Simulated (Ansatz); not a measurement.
The parent structure is TlBr in the CsCl type structure (space group Pm-3m, No. 221).

```xyz
2
Lattice="3.8395 0.0000 0.0000 0.0000 3.8395 0.0000 0.0000 0.0000 3.8395" Properties=species:S:1:pos:R:3 pbc="T T T"
Tl     0.0000     0.0000     0.0000
Br     1.9198     1.9198     1.9198
```

Cartesian axes are those of the cell as printed.

Level of theory: LDA/PAW in Ansatz (a quantum-chemistry and plane-wave program), no SOC.

Base values:

| Quantity | Value |
|---|---|
| Valley order | X along ⟨100⟩ 1.37 eV; R along ⟨111⟩ 1.49 eV |
| Volume per atom | 28.30 Å³ |

Modification: compressive biaxial strain of 3.00 % in the plane normal to [001], as in epitaxy on a mismatched substrate; the out-of-plane cell vector and the atoms relax.

**Question.** Estimate the effect on the valley order and volume per atom.

**Answer.** The valley order (the lowest conduction-band minima on the path, energy above the VBM, named in the base's zone) goes from X along ⟨100⟩ 1.37 eV; R along ⟨111⟩ 1.49 eV to X along [010] 0.99 eV; R along [111] 1.10 eV; X along [001] 1.43 eV; the volume per atom decreases by 0.815 Å³ (28.30 Å³ → 27.49 Å³).

Spin-orbit coupling, missing from the scalar runs, can matter with Tl. The levels and masses belong to the bands next to the band gap. Whether these cells are dynamically stable was not tested.
